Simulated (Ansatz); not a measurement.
Take Ba2TiO4 (space group P4/mmm, No. 123; a = 3.928 Å, c = 8.544 Å; a cell from a computed database, its experimental status unchecked) as the base. Axes: x, y, z lie along a, b, c of the conventional cell.

Method: r2SCAN+rVV10 (Ansatz, a first-principles code, PAW, without spin-orbit coupling).

For the base:

- Band gap: 2.36 eV

It is then changed as follows: tensile biaxial strain of 0.59 % in the plane normal to [001], as in epitaxy on a mismatched substrate; the out-of-plane cell vector and the atoms relax.

Q: What does the calculation give for the band gap after the change?

A: The band gap decreases by 0.02 eV to 2.34 eV.

Q: What does the calculation give for the in-plane stress after the change?

A: The mean in-plane stress (compression positive) comes out as -1.3 GPa.

Q: Estimate the effect on the out-of-plane strain.

A: The out-of-plane strain is +0.16 %.

Stability against distortions was not tested. All final runs are without spin polarisation.
